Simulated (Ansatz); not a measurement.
The starting structures come from a database of crystals and need not be the phases stable at ambient conditions.

The decay constant κ of evanescent states in the gap governs leakage through a thin film.

Input:

```
CsPbF3
1.0
    6.89399     0.00000     0.00000
   -3.44700     5.97037     0.00000
    3.44699     1.99012     5.34571
Cs Pb F
2 2 6
Direct
  0.48392   0.24196   0.27412
  0.48392   0.74196   0.77412
  0.98328   0.99164   0.02508
  0.98328   0.49164   0.52508
  0.46582   0.17591   0.74837
  0.07572   0.28991   0.74837
  0.96172   0.78581   0.74837
  0.96172   0.67591   0.24837
  0.46582   0.78991   0.24837
  0.07572   0.28581   0.24837
```

Space group of this cell: R3c. The cell is taken as given.

Transport runs along the normal of the first two printed cell vectors, the (001) plane of the conventional cell.

The gap is the functional's own. No spin-orbit coupling. Mid-gap values are interpolated on the energy grid.

**Question.** Predict the band gap and the smallest decay constant κ at mid-gap from PBEsol (Ansatz, a program for electronic structure).

**Answer.** Gap 3.49 eV on a 6×6×6 mesh; κ = 0.348 1/Å, at the zone centre.
